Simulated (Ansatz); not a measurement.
Base system: BeS in the zinc blende structure (space group F-43m, No. 216; a = 4.7964 Å).

All numbers come from Kohn–Sham DFT with the LDA functional, run in Ansatz (a program for electronic structure) with PAW and 420 eV plane waves, without spin-orbit coupling.

Base values:

The pressure is 0.00 GPa and the electron mass is 0.80 mₑ along k, 0.28 mₑ across (at X). The gap character is indirect, Γ → X.

The change: every lattice vector is stretched by 2.50 %, atoms relaxed at fixed cell.

### Question
Predict the new pressure, energy relative to the base, electron mass and gap character.

### Answer
The pressure goes from zero to -6.58 GPa; the energy goes up by 23 meV/atom; the electron mass changes from 0.80 mₑ along k, 0.28 mₑ across (at X) to 0.82 mₑ along k, 0.29 mₑ across (at X); the gap character stays indirect, Γ → X.

The cells carry an imposed strain or load. Effective masses come from finite differences of ±0.01 Å⁻¹. Along k means along the line from Γ to the band edge. No phonon test of stability was made.
